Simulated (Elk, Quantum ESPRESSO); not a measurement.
An Elk input for a self-consistent single point of LaGa3Pd2 (P6/mmm, 6 atoms in the cell) (DFT, PBEsol, all-electron FP-LAPW, Elk's shipped species files, APW+lo basis with extra local orbitals):

```
tasks
  0

xctype
  22

rgkmax
  8.0

gmaxvr
  16.0

nxlo
  2

lorbcnd
  .true.

rmtscf
  0.94

lmaxi
  2

stype
  0

swidth
  0.00183747

scale
  1.889726125

avec
    5.3348062770   -0.0000000643    0.0000000000
   -2.6674030828    4.6200777923    0.0000000000
    0.0000000000    0.0000000000    4.2044060000

sppath
  './'

atoms
  3   : nspecies
  'La.in'   : spfname
  1   : natoms; atposl, bfcmt below
  0.0000000000  0.0000000000  0.0000000000    0.0 0.0 0.0
  'Ga.in'   : spfname
  3   : natoms; atposl, bfcmt below
  0.5000000000  0.0000000000  0.5000000000    0.0 0.0 0.0
  0.5000000000  0.5000000000  0.5000000000    0.0 0.0 0.0
  0.0000000000  0.5000000000  0.5000000000    0.0 0.0 0.0
  'Pd.in'   : spfname
  2   : natoms; atposl, bfcmt below
  0.6666666667  0.3333333333  0.0000000000    0.0 0.0 0.0
  0.3333333333  0.6666666667  0.0000000000    0.0 0.0 0.0

ngridk
  6 6 7
```

Task: Give the Quantum ESPRESSO input for the same structure, mesh, smearing and functional.

Result: This is the input that was run; spellings and numerical settings could be chosen otherwise.

```fortran
&CONTROL
    calculation = 'scf'
    prefix = 'laga3pd2'
    outdir = './work'
    pseudo_dir = './'
    tprnfor = .true.
    tstress = .true.
/
&SYSTEM
    ibrav = 0
    nat = 6
    ntyp = 3
    ecutwfc = 50
    ecutrho = 400
    occupations = 'smearing'
    smearing = 'gauss'
    degauss = 0.0036749
/
&ELECTRONS
    conv_thr = 1.0e-11
/
ATOMIC_SPECIES
La   138.9055  la_pbesol_v1.uspp.F.UPF
Ga    69.7230  ga_pbesol_v1.4.uspp.F.UPF
Pd   106.4200  pd_pbesol_v1.4.uspp.F.UPF
ATOMIC_POSITIONS {crystal}
La    0.0000000000    0.0000000000    0.0000000000
Ga    0.5000000000    0.0000000000    0.5000000000
Ga    0.5000000000    0.5000000000    0.5000000000
Ga    0.0000000000    0.5000000000    0.5000000000
Pd    0.6666666667    0.3333333333    0.0000000000
Pd    0.3333333333    0.6666666667    0.0000000000
K_POINTS {automatic}
6 6 7  0 0 0
CELL_PARAMETERS {angstrom}
   5.3348062770     0.0000000000     0.0000000000
  -2.6674031385     4.6200777601     0.0000000000
   0.0000000000     0.0000000000     4.2044060000
```

Basis, cutoffs, solver keys and any potentials are the target program's own. This input uses DFT, PBEsol, plane waves, GBRV 1.5 ultrasoft (PBESOL) pseudopotentials.

The starting cell comes from a database of computed structures (which also holds hypothetical and non-ambient phases and stackings), without a prior relaxation at this level. For this run, on top of that: lattice scaled by 0.98.
